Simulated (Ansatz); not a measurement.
Base system: BP in the rock salt structure (space group Fm-3m, No. 225; a = 4.2887 Å; a hypothetical phase, not in the database extracts checked).

The values are results of Ansatz (an electronic-structure program), PBEsol, PAW, cutoff 420 eV, no spin-orbit coupling, not measurements.

One change was made to it. Results:

The density remains 3.52 g/cm³; the shortest interatomic distance stays essentially unchanged (4.052 bohr against 4.050 bohr).

What was done to the base?
A) pressure 10 GPa
B) pressure 5 GPa
C) pressure 0.3 GPa
D) pressure 3 GPa
E) pressure −2 GPa

C, pressure 0.3 GPa. For comparison, the density in the other runs: pressure 10 GPa gives 3.71 g/cm³; pressure −2 GPa gives 3.48 g/cm³; pressure 5 GPa gives 3.62 g/cm³; pressure 3 GPa gives 3.58 g/cm³.

Load acts through the strain it causes; cell and atoms are relaxed under it. Whether these cells are dynamically stable was not tested. No other phases were tried under pressure. The final runs are not spin-polarised.
